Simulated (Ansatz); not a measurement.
Defect: interstitial F in 4H silicon carbide, charge state -1. Calculation: PBE, PAW (plane waves to 420 eV; Ansatz, a quantum-chemistry and plane-wave program).

72-site cell at the relaxed PBE lattice, the Γ point alone, smearing 0.01 eV, spin-restricted, no finite-size correction. Energies are static. The charge state is imposed; whether it is stable for some Fermi level was not computed. Sites that were not tried may lie lower.

Barriers: single points on a 2×2×2 k-point mesh shifted by half a step along c at the bands' geometries (they differ from the bands' own by up to 0.45 eV, and are uncertain by about as much).

The step: F moves alone to another site; the atom moves 2.54 Å along (0.00, 0.00, 0.25) of the unit cell; the moving atom starts with neighbours 3 C at 2.27, 3 C at 2.30; 3 Si at 1.89 Å and ends with 3 C at 2.28, 3 C at 2.29; Si at 1.88, 3 Si at 1.91 Å.

Task: Predict the migration barrier of this step from PBE, PAW.

Result: 3.21 eV forward and 2.71 eV backward. At the saddle the moving atom has neighbours 3 C at 2.03; 3 Si at 1.90 Å. The program found a first-order saddle point.
